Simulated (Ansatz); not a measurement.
**A computed series for WS2: pressure series**

The parent structure is WS$_{2}$ in the 2H-MoS2 type structure (space group P6_3/mmc, No. 194; a = 3.154 Å, c = 12.137 Å; layered, stacked along the Cartesian z axis).

Cell and atoms are relaxed at each pressure.

Calculations: PBE-D3(BJ) (Ansatz, a quantum-chemistry and plane-wave program; PAW; 420 eV plane waves; without spin-orbit coupling).

```
change            shortest interatomic distance  band gap
----------------  -----------------------------  --------
base                                    2.407 Å   0.88 eV
pressure −2 GPa                               ?         ?
pressure −1 GPa                         2.411 Å   0.98 eV
pressure 1.8 GPa                        2.402 Å   0.76 eV
pressure 4.2 GPa                        2.395 Å   0.64 eV
pressure 9 GPa                          2.383 Å   0.45 eV
pressure 18 GPa                         2.364 Å   0.17 eV
pressure 30 GPa                         2.343 Å      zero
pressure 45 GPa                         2.322 Å      zero
pressure 60 GPa                         2.305 Å      zero
```

Task: Complete the table.

Result: 
- pressure −2 GPa, shortest interatomic distance: 2.415 Å
- pressure −2 GPa, band gap: 1.13 eV

A case with no gap was solved on a k-mesh chosen for an insulator, which is coarse for it. Spin-orbit coupling, missing from the scalar runs, can matter with W. Load acts through the strain it causes; cell and atoms are relaxed under it. Stability against distortions was not tested. No other phases were tried under pressure. The final runs are not spin-polarised. The zero or small gap of WS2 under pressure 18 GPa, WS2 under pressure 30 GPa and WS2 under pressure 45 GPa can change with the level of theory.
